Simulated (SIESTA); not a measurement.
Band structure of ScAl₃ (Pm-3m, 4 atoms in the cell).

```yaml
crystal:
  lattice:
    - [3.99788, 0.00000, 0.00000]
    - [0.00000, 3.99788, 0.00000]
    - [0.00000, 0.00000, 3.99788]
  atoms:
    - { symbol: Sc, position: [0.00000, 0.00000, 0.00000] }
    - { symbol: Al, position: [0.50000, 0.00000, 0.50000] }
    - { symbol: Al, position: [0.00000, 0.50000, 0.50000] }
    - { symbol: Al, position: [0.50000, 0.50000, 0.00000] }
```

Method of the run: GGA PBE, numerical atomic orbitals DZP, PseudoDojo PBE standard norm-conserving potentials (rewritten from UPF to PSML) run with SIESTA.

Settings: XC.functional = GGA; XC.authors = PBE; potentials = PseudoDojo PBE standard; PAO.BasisSize = DZP; PAO.EnergyShift = 0.01 Ry; MeshCutoff = 300 Ry; kgrid.MonkhorstPack = 7 7 7; OccupationFunction = FD; ElectronicTemperature = 1160.45 K; MaxSCFIterations = 150; SCF.Mixer.Method = Pulay; SCF.Mixer.Weight = 0.2; SCF.Mixer.History = 6; SCF.DM.Tolerance = 1.0E-04.

The starting cell comes from a database of computed structures (which also holds hypothetical and non-ambient phases and stackings), without a prior relaxation at this level. Its lattice was rescaled by a random factor within 2.5 % of one. Values carry the incompleteness of an atom-centred basis.

Levels in eV from the Fermi level, bands 7 to 12:
```csv
point,7,8,9,10,11,12
Γ,-2.63,-1.77,-1.77,-1.77,1.36,1.36
X,-1.77,-1.77,-1.56,1.19,1.19,1.45
M,-5.64,-4.46,-0.54,-0.54,1.32,1.54
R,-4.80,-4.66,-2.96,-2.96,-2.96,1.27
```

Bands cross the Fermi level along this path, so the cell is metallic at this level.

Higher empty bands are left out: an atom-centred basis made for the valence describes them poorly.
